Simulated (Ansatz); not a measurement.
Amorphous Ti$_{20}$O$_{41}$Sr, 62 atoms at 3.67 g/cm³, one PBE-relaxed geometry, zone centre. Methods: PBE, scalar-relativistic without spin-orbit coupling (Ansatz, a program for electronic structure); r2SCAN, scalar-relativistic without spin-orbit coupling (Ansatz); HSE06, scalar-relativistic without spin-orbit coupling (Ansatz). Plane waves to 420 eV (r2SCAN 500 eV); exact exchange is cut at the cell's faces. At PBE the levels at the empty edge of the gap are localised (band-tail or defect states). All rungs ran without spin polarisation.

A CHGNet melt-quench gave the starting glass, which DFT then relaxed. O atoms were pushed apart under 1.9 Å during the dynamics, to hinder bonds among them. The hot cell started wider than the set density and was brought back towards it in steps. It is the lowest in DFT energy of 2 quenches. It is a model cell: composition and starting density were chosen by hand, and all elements were melted together. No dispersion term was used. Its density started from a set value of 3.67 and ended at 3.67 g/cm³. Cooling (nominally 360 K/ps over its main leg) ran many orders faster than in experiment, which tends to leave more defects and strain. A cell of this size samples the disorder only roughly. The volume was held where the preparation left it and the shape relaxed, at a PBE pressure of 1.7 GPa. Stress components on the final sampling reach 1.8 GPa. On a 2×2×2 Γ-centred mesh force components of up to 0.14 eV/Å stay, since the relaxation ran on the zone centre alone.

The relaxation ran on the zone centre alone. At PBE the level gap is 2.53 eV on a 2×2×2 Γ-centred mesh, and the spacing at the zone centre alone 2.65 eV.

Question: What zone-centre spacing does r2SCAN give, roughly?

Answer: 2.98 eV (+0.33 eV against PBE).

Question: What zone-centre spacing does HSE06 give, roughly?

Answer: 4.16 eV (+1.51 eV against PBE).

The highest filled and the lowest empty state spread over these numbers of atoms (participation numbers): PBE: 13.4 and 6.6; r2SCAN: 10.9 and 6.1; HSE06: 9.4 and 7.0.
